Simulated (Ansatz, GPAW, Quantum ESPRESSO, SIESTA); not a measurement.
## One structure in several programs: GaAu (P1, 8 atoms in the cell)

Self-consistent single point, at a second geometry (atoms moved at random). First geometry:

```xyz
8
Lattice="6.3199 0.0000 0.0000 0.0000 3.6784 0.0000 0.0000 0.0000 6.3214" Properties=species:S:1:pos:R:3 pbc="T T T"
Ga     4.2937     0.9196     0.4794
Ga     2.0262     2.7588     5.8420
Ga     5.1862     2.7588     3.6401
Ga     1.1337     0.9196     2.6813
Au     3.1907     0.9196     4.3469
Au     3.1292     2.7588     1.9745
Au     6.2891     2.7588     1.1862
Au     0.0308     0.9196     5.1352
```

Second geometry:
```yaml
crystal:
  lattice:
    - [6.31989, 0.00000, 0.00000]
    - [0.00000, 3.67838, 0.00000]
    - [0.00000, 0.00000, 6.32138]
  atoms:
    - { symbol: Ga, position: [0.68045, 0.25210, 0.07238] }
    - { symbol: Ga, position: [0.32232, 0.74784, 0.92229] }
    - { symbol: Ga, position: [0.82931, 0.74451, 0.57331] }
    - { symbol: Ga, position: [0.18180, 0.26141, 0.42827] }
    - { symbol: Au, position: [0.49689, 0.25994, 0.68609] }
    - { symbol: Au, position: [0.49140, 0.74116, 0.30769] }
    - { symbol: Au, position: [0.99545, 0.74899, 0.18582] }
    - { symbol: Au, position: [0.00239, 0.24405, 0.82415] }
```

Shared settings, as Ansatz (an electronic-structure program) writes them: kpoints.mp_grid.grid = 3 5 3; scf.occupations.method = gaussian; scf.occupations.width = 0.1 eV. Potentials and cutoffs stand in the table.

```csv
code,model,ΔF from the first geometry (meV/atom),pressure (GPa),largest force (eV/Å),cutoff
Ansatz,"PBEsol, PAW files made with PBE",6.1,-4.57,0.352,default
Quantum ESPRESSO,"PBEsol, PseudoDojo standard norm-conserving (PBESOL) pseudopotentials",6.1,-4.52,0.359,80 Ry
SIESTA,"GGA PBEsol, numerical atomic orbitals DZP, PseudoDojo PBEsol standard norm-conserving potentials (rewritten from UPF to PSML)",8.4,-4.68,0.620,grid 300 Ry
GPAW,"PBEsol, GPAW PAW datasets PBEsol (made by gpaw-setup)",7.0,-3.82,0.419,550 eV
```

Size of the force on each atom (eV/Å): Sizes of forces hide their directions.

| code | Ga1 | Ga2 | Ga3 | Ga4 | Au5 | Au6 | Au7 | Au8 |
|---|---|---|---|---|---|---|---|---|
| Ansatz | 0.235 | 0.180 | 0.261 | 0.289 | 0.352 | 0.341 | 0.183 | 0.341 |
| Quantum ESPRESSO | 0.236 | 0.182 | 0.264 | 0.291 | 0.359 | 0.346 | 0.175 | 0.333 |
| SIESTA | 0.307 | 0.341 | 0.524 | 0.368 | 0.620 | 0.493 | 0.119 | 0.316 |
| GPAW | 0.270 | 0.188 | 0.275 | 0.329 | 0.419 | 0.350 | 0.194 | 0.399 |

On Ansatz's run: spin-orbit coupling is off.

The spread over the programs that give each value: ΔF from the first geometry within 2.3 meV/atom; pressure within 0.86 GPa; largest force within 0.268 eV/Å.

SIESTA uses small atom-centred bases, whose incompleteness enters pressures, forces and empty levels differently from a plane-wave cutoff. Ansatz's pressure is given at a fixed set of plane waves, as the other plane-wave codes print theirs; with its correction for the finite basis it is -4.53 GPa. In the force vectors, SIESTA (by 0.289) lies more than 0.08 eV/Å from the median of the plane-wave programs.

The shared mesh is coarse (it stands for a supercell whose shortest vector is 18 Å), so the values are not converged in it.

The starting cell comes from a database of computed structures (which also holds hypothetical and non-ambient phases and stackings), without a prior relaxation at this level. Its lattice was rescaled by a random factor within 2.5 % of one. For this run, on top of that: atoms moved at random.

Left out of this page: CP2K (unsound by tests on forces, stress, charge or solver warnings); Elk (not drawn, or without a comparable value).

Keys are those of Ansatz 0.2.
